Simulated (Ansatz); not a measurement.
## NiAs-type NiSb

These are r²SCAN-D4 in Ansatz (plane waves, PAW) values and carry that method's errors.

Numerical settings: plane-wave cutoff 560 eV, 18×18×12 k mesh (along the axes of the cell as run), Fermi–Dirac smearing 0.05 eV, no spin polarisation, scalar-relativistic PAW data made under PBE.

Cell: relaxed at this level.

```yaml
equilibrium_volume_per_atom: 16.94 Å³/atom
bulk_modulus: 127 GPa
lattice_parameter_a: 3.915 Å
lattice_parameter_c: 5.105 Å
band_gap: zero (no gap)
pressure derivative B′ of the bulk modulus: 5.0
```

Measured, for comparison: lattice constant a 3.946 Å, lattice parameter c 5.148 Å (temperature not stated, not corrected to a static lattice; as tabulated in Wikipedia's data pages). Computed (rounded) less measured: lattice constant a -0.8 %, lattice parameter c -0.8 %. A static lattice is as a rule a little smaller and stiffer than an uncorrected measurement, which narrows the difference in the lattice constant a, lattice parameter c and would widen misses of the other sign.

Note: the bulk modulus comes from volumes at which shape and atoms were relaxed.

Spin–orbit coupling is not included.

Computed values are for the static lattice.

Cost on a shared machine: very roughly 21 core-minutes.

Ansatz is a program for electronic structure.
